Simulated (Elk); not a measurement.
Band structure of MnCrSeS (R3m, 4 atoms in the cell).

```xyz
4
Lattice="1.8754 1.0828 5.9363 -1.8754 1.0828 5.9363 0.0000 -2.1656 5.9363" Properties=species:S:1:pos:R:3 pbc="T T T"
Mn     0.0000     0.0000     8.7006
Cr     0.0000     0.0000     0.1560
Se     0.0000     0.0000     4.5257
S      0.0000     0.0000    13.3306
```
Moments meant for the start (each program seeds them in its own way; μB, in the order of the atoms Mn Cr Se S): 4.0 3.0 0.0 0.0.

Method: LDA (PW92), all-electron FP-LAPW, Elk's shipped species files, APW+lo basis with extra local orbitals in Elk.

Settings: xctype = 3; spinpol = true; rgkmax = 7.5; stype = 0; swidth = 0.00734986 Ha; ngridk = 5 5 5; reducebf = 0.5; gmaxvr = 16 1/bohr; nxlo = 2; lorbcnd = true; rmtscf = 0.97; lmaxi = 3; bfcmt = [[0.0, 0.0, -1.0], [0.0, 0.0, -0.75], [0.0, 0.0, 0.0], [0.0, 0.0, 0.0]].

The starting cell comes from a database of computed structures (which also holds hypothetical and non-ambient phases and stackings), without a prior relaxation at this level. Its lattice was rescaled by a random factor within 2.5 % of one. The magnetic order is the one reached from the typed start; others were not searched systematically. Values depend on the basis (sphere radii, cutoffs, local orbitals), which need not be converged.

Levels in eV from the Fermi level, bands 26 to 33 of the first spin channel:
```csv
point,26,27,28,29,30,31,32,33
B,-1.43,-1.30,-0.97,-0.88,-0.14,0.29,3.50,3.89
Z,-1.60,-1.16,-0.31,-0.31,0.71,0.71,3.18,4.17
Γ,-1.56,-1.43,-1.43,-0.95,1.42,1.42,1.65,2.83
X,-1.45,-1.30,-1.05,-0.83,-0.19,0.31,3.33,4.78
```

Bands cross the Fermi level along this path, so the cell is metallic at this level.

The net moment of the cell came out as 7.90 μB.
